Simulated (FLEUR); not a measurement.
Worked example: self-consistent single point of SiMo3 (Pm-3n, 8 atoms in the cell) in FLEUR.

Computed with PBE, all-electron FLAPW (FLEUR), scalar-relativistic valence.

The change in words: lattice scaled by 0.98. Reference geometry:
```
SiMo3
1.0
    4.81440     0.00000     0.00000
    0.00000     4.81440     0.00000
    0.00000     0.00000     4.81440
Si Mo
2 6
Direct
  0.50000   0.50000   0.50000
  0.00000   0.00000   0.00000
  0.00000   0.50000   0.25000
  0.00000   0.50000   0.75000
  0.25000   0.00000   0.50000
  0.75000   0.00000   0.50000
  0.50000   0.25000   0.00000
  0.50000   0.75000   0.00000
```

Reference input (self-consistent single point, DFT, PBE, all-electron FLAPW (FLEUR), scalar-relativistic valence): Kmax = 3.8 1/bohr; GmaxXC = 11.4 1/bohr; xcFunctional = pbe; jspins = 1; l_soc = F; mode = hist; fermiSmearingEnergy = 0.00367493 Htr; mesh (inpgen div1-3) = 5 5 5; inpgen gamma flag = false; Gmax = 11.4 1/bohr; numbands = 0; maxIterBroyd = 25. This run's input differs from it in these lines:

```diff
@@ -6,3 +6,3 @@
 0.0000000000 0.0000000000 1.0000000000
-9.0978955647
+8.9159376156
 1.0 1.0 1.0
@@ -49,5 +49,5 @@
          <bravaisMatrix>
-            <row-1>    9.0978955646999999     0.0000000000000000     0.0000000000000000</row-1>
-            <row-2>    0.0000000000000000     9.0978955646999999     0.0000000000000000</row-2>
-            <row-3>    0.0000000000000000     0.0000000000000000     9.0978955646999999</row-3>
+            <row-1>    8.9159376156000008     0.0000000000000000     0.0000000000000000</row-1>
+            <row-2>    0.0000000000000000     8.9159376156000008     0.0000000000000000</row-2>
+            <row-3>    0.0000000000000000     0.0000000000000000     8.9159376156000008</row-3>
          </bravaisMatrix>
```

Output (repeated stretches shortened):

```
 Iteration:     1   Distance:      15.74251422 me/bohr^3
 Iteration:     2   Distance:      14.21841244 me/bohr^3
 Iteration:     3   Distance:       5.98100217 me/bohr^3
 Iteration:     4   Distance:       3.04002214 me/bohr^3
 Iteration:     5   Distance:       2.07085056 me/bohr^3
   [... 7 lines left out ...]
 Iteration:    13   Distance:       0.00006005 me/bohr^3
 Iteration:    14   Distance:       0.00001573 me/bohr^3
 Iteration:    15   Distance:       0.00001072 me/bohr^3
 Iteration:    16   Distance:       0.00000091 me/bohr^3
 Run finished successfully
 Stop message:
   Structural relaxation: Done

[file out, last iteration]
             iter=     17
[...]
          total density-effective poten   -4.0453415495E+04
          total charge density-energy d   -7.8610997270E+02
 Updated energy parameters for spin:           1
[...]
 fermi energy and band-weighting factors:

[...]
FERMIE:
          first approx. to ef    (T=0)  :   0.666159 htr   (energy of the highest occ. eigenvalue)
          number of occ. states  (T=0)  :        458
          first approx. to seigv (T=0)  : -19.051629 htr
          sum of weights of occ. states :  46.064000
          sum of semicore charge        :   0.000000 e
FERHIS:  Fermi-Energy by histogram:
          bandgap                     :   0.003506 htr
   [... lines left out ...]
          charge neutrality (T=0)     :   0.128000    (zero if the highest occ. eigenvalue is "entirely" occupied)
     EF_NEWTON:  Adjust Fermi-Energy by Newton-Method.
 Direct bandgap for spin            1 :    2.0003694135816819E-002  Htr
 ---->    free energy=                    -24877.6390262178 htr
   [... lines left out ...]
      extrapolation for T->0
 ---->    total electron energy=          -24877.6375244031 htr
 ***** TOTAL FORCES ON ATOMS *****
 TOTAL FORCE FOR ATOM TYPE=  1  X=  4.458   Y=  4.458   Z=  4.458
                       FX_TOT= 0.000000 FY_TOT= 0.000000 FZ_TOT= 0.000000
 TOTAL FORCE FOR ATOM TYPE=  2  X=  0.000   Y=  4.458   Z=  2.229
                       FX_TOT= 0.000000 FY_TOT= 0.000000 FZ_TOT= 0.000000
 Structural relaxation: Done
```

The run converged in 16 iterations. FLEUR gives forces in its relaxation mode, with a further iteration, so its stop message speaks of a relaxation. Against the reference run the free energy rises by 136 meV/atom.

The starting cell comes from a database of computed structures (which also holds hypothetical and non-ambient phases and stackings), without a prior relaxation at this level. Its lattice was rescaled by a random factor within 2.5 % of one. For this run, on top of that: lattice scaled by 0.98. Spin polarisation is off. Values depend on the basis (sphere radii, cutoffs, local orbitals), which need not be converged. The log's line on a gap gives a spacing of levels on this mesh, which the program prints for metals too.

Cost on one core of a shared machine: roughly 70 s.
